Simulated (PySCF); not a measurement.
PySCF 2.14.0, unrestricted BP86/def2-svp, df: W(S)(Cl)3 ([S]=[W]([Cl])([Cl])[Cl]), charge 0, multiplicity 2, 5 atoms. The geometry is a generated start, not checked to be a minimum at this level.

```yaml
task: energy
method: bp86
basis: def2-svp
two_electron_scheme: density fitting
mol.max_memory: 3000 MB
mf.max_cycle: 100
mf.init_guess: minao (default)
mf.DIIS: CDIIS (default)
mf.conv_tol: 1e-09 (default)
mf.grids.level: 3 (default)
effective_core_potentials: those of the basis set, past Kr
basis_functions: 104
grid_points: 99832
```

```xyz
5

W      0.1848     0.0185     0.1076
S      1.6311    -0.8634    -1.2480
Cl     0.7079     0.8067     2.0427
Cl    -1.0001     1.4873    -1.1304
Cl    -1.5237    -1.4492     0.2282
```

Charge 0 and multiplicity 2 are set for this test and not shown to be the ground state.

One run each on 2 threads, 1 BLAS thread. Values of diis_space tried: 3, 5, 8 (default), 12, 20.

Task: Predict the course of the Fock builds along this series.

Result: Fewest Fock builds, within one of each other: 8 (default) with 15, 12 with 15, 20 with 15. The count rises to 18 at 5. The run ends without SCF convergence in 100 cycles at 3.

```csv
diis_space,Fock builds,end
3,101,no convergence
5,18,same solution
8 (default),15,same solution
12,15,same solution
20,15,same solution
```
